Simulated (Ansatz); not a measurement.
**Effect of Si → P on SiO2**

Take SiO$_{2}$ (space group P3_221, No. 154; a = 4.949 Å, c = 5.442 Å) as the base.

Modification: P takes the place of Si on all its sites; the structure is relaxed again.

Calculations: PBEsol (Ansatz, an electronic-structure program; PAW; 420 eV plane waves; scalar-relativistic without spin-orbit coupling). k-mesh 11×11×9 (Γ-centred); smearing 0.05 eV (Fermi–Dirac), for the changed cell.

```json
[
 {"quantity": "lattice parameter a", "base": "4.949 Å", "changed": "4.848 Å", "shift": "-0.1015 Å"},
 {"quantity": "c/a ratio", "base": "1.100", "changed": "1.116", "shift": "+0.0168"},
 {"quantity": "space group", "base": "P3_221 (No. 154)", "changed": "P3_221 (No. 154)", "shift": "–"},
 {"quantity": "shortest interatomic distance", "base": "1.619 Å", "changed": "1.577 Å", "shift": "-0.042 Å"},
 {"quantity": "band gap", "base": "5.72 eV", "changed": "zero", "shift": "–"}
]
```

Stability against distortions was not tested. As relaxed here, PO2 is a hypothetical phase, not in the database extracts checked. All final runs are without spin polarisation. An odd electron count without spin: PO2.
